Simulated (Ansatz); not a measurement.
Start from W in the bcc (W type) structure (space group Im-3m, No. 229; relaxed with 0.1 eV smearing).

```xyz
1
Lattice="-1.5919 1.5919 1.5919 1.5919 -1.5919 1.5919 1.5919 1.5919 -1.5919" Properties=species:S:1:pos:R:3 pbc="T T T"
W      0.0000     0.0000     0.0000
```

Calculations: Kohn–Sham DFT with the PBE functional, run in Ansatz (a quantum-chemistry and plane-wave program) with PAW and 420 eV plane waves, no spin-orbit coupling.

Before the change:

| Item | Result |
|---|---|
| Pressure | 0.0 GPa |

One thing is altered: an isotropic linear strain of +0.50 %, atoms relaxed at fixed cell.

### Question
Predict the new energy relative to the base and pressure.

### Answer
The energy rises by 3.4 meV/atom; the pressure goes from zero to -4.4 GPa.

Whether these cells are dynamically stable was not tested. The final runs are not spin-polarised.
